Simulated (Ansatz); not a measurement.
Start from W in the bcc (W type) structure (space group Im-3m, No. 229; a = 3.1543 Å).

Structures relaxed with PBEsol (Ansatz, a program for electronic structure, PAW, spin-orbit coupling left out).

Base:

Simulated powder pattern, Cu Kα1, λ = 1.54056 Å (kinematic, ideal powder, no thermal factors, no anomalous dispersion; the 8 strongest lines at most, above 2 %, up to 2θ = 90°):

| 2θ (°) | I/Imax (%) | hkl |
|---|---|---|
| 40.41 | 100 | (110) |
| 58.47 | 17 | (200) |
| 73.48 | 36 | (211) |
| 87.37 | 12 | (220) |

Perturbation: full substitution W → Mo; the structure is relaxed again.

After the change:

Simulated powder pattern, Cu Kα1, λ = 1.54056 Å (kinematic, ideal powder, no thermal factors, no anomalous dispersion; the 8 strongest lines at most, above 2 %, up to 2θ = 90°):

```json
[
 {"2θ (°)": "40.74", "I/Imax (%)": "100", "hkl": "(110)"},
 {"2θ (°)": "58.98", "I/Imax (%)": "16", "hkl": "(200)"},
 {"2θ (°)": "74.15", "I/Imax (%)": "33", "hkl": "(211)"},
 {"2θ (°)": "88.24", "I/Imax (%)": "11", "hkl": "(220)"}
]
```

The indices refer to each structure's own conventional cell; one index is shown for lines that coincide.

No phonon test of stability was made. All final runs are without spin polarisation.
